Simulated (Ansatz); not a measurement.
Consider the following.

```xyz
2
Lattice="0.0000 3.3752 3.3752 3.3752 0.0000 3.3752 3.3752 3.3752 0.0000" Properties=species:S:1:pos:R:3 pbc="T T T"
Cd     0.0000     0.0000     0.0000
Te     1.6876     1.6876     1.6876
```

No spin polarisation.

The values are results of plane-wave PAW DFT at the PBE level (Ansatz, a quantum-chemistry and plane-wave program, 420 eV), spin-orbit coupling left out, not measurements. k-mesh 9×9×9 (Γ-centred); smearing 0.05 eV (Fermi–Dirac).

Question: Predict the gap character.

Answer: Direct at Γ.

Question: Predict the band gap.

Answer: 0.42 eV.

Question: Estimate the hole mass (degenerate bands, along [100]).

Answer: 0.041, 0.63, 0.63 mₑ (at Γ).

Spin-orbit coupling, missing from the scalar runs, can matter with Te. The cells carry an imposed strain or load. Effective masses come from finite differences of ±0.01 Å⁻¹. Whether these cells are dynamically stable was not tested. The cell was made from CdTe in the zinc blende structure (space group F-43m, No. 216) by this change: isotropic strain +2.00 %.
